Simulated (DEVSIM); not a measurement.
Device: abrupt Si n-p junction, at 400 K.

```csv
layer (left to right),material,thickness (μm),Nd (cm⁻³),Na (cm⁻³),τn (s),τp (s)
1,Si,13.0,5.2e17,-,8.7e-5,8.7e-5
2,Si,26.0,-,9.7e14,8.7e-5,8.7e-5
```

Left contact: ohmic. Right contact: ohmic. Voltage is applied to the left contact. Recombination: SRH at mid-gap, radiative. Mobility is μmin + (μ − μmin)/(1 + (N/Nref)^α).

The device is made up for the run: typed textbook-type constants, with dimensions and the other settings drawn at random. Values at 300 K; Nc and Nv go as T^1.5, mobilities as T to minus their exponent, the gap by Varshni's rule with the affinity fixed.

```csv
parameter,Si
gap (eV),1.124
affinity (eV),4.05
permittivity,11.7
Nc (cm⁻³),2.86e19
Nv (cm⁻³),3.1e19
μn (cm²/Vs),1417
μp (cm²/Vs),470
"μn,min",52
"μp,min",45
"Nref,n",9.7e16
"Nref,p",2.2e17
αn,0.68
αp,0.72
T exponent of μn,2.3
T exponent of μp,2.2
B (cm³/s),4.7e-15
Varshni α (eV/K),0.000473
Varshni β (K),636
```

DEVSIM, 1D drift-diffusion, Boltzmann statistics, complete ionisation; no tunnelling, impact ionisation, image-force lowering or self-heating.

The temperature was swept, all else fixed.

```json
[
 {"temperature (K)": "250", "dark forward voltage at 1 A/cm² (V)": "0.686", "potential step across the device at zero bias (V)": "0.838", "dark forward voltage at 100 A/cm² (V)": "0.838", "largest field in the device at zero bias (V/cm)": "38000"},
 {"temperature (K)": "300", "dark forward voltage at 1 A/cm² (V)": "0.576", "potential step across the device at zero bias (V)": "0.752", "dark forward voltage at 100 A/cm² (V)": "0.765", "largest field in the device at zero bias (V/cm)": "41000"},
 {"temperature (K)": "350", "dark forward voltage at 1 A/cm² (V)": "0.465", "potential step across the device at zero bias (V)": "0.663", "dark forward voltage at 100 A/cm² (V)": "0.691", "largest field in the device at zero bias (V/cm)": "44000"},
 {"temperature (K)": "400", "dark forward voltage at 1 A/cm² (V)": "0.350", "potential step across the device at zero bias (V)": "0.571", "dark forward voltage at 100 A/cm² (V)": "0.616", "largest field in the device at zero bias (V/cm)": "46000"},
 {"temperature (K)": "450", "dark forward voltage at 1 A/cm² (V)": "0.236", "potential step across the device at zero bias (V)": "0.477", "dark forward voltage at 100 A/cm² (V)": "0.540", "largest field in the device at zero bias (V/cm)": "49000"},
 {"temperature (K)": "500", "dark forward voltage at 1 A/cm² (V)": "0.125", "potential step across the device at zero bias (V)": "0.383", "dark forward voltage at 100 A/cm² (V)": "0.465", "largest field in the device at zero bias (V/cm)": "51000"}
]
```

From the first row to the last the dark forward voltage at 1 A/cm² goes from 0.686 to 0.125. From the first row to the last the potential step across the device at zero bias goes from 0.838 to 0.383.
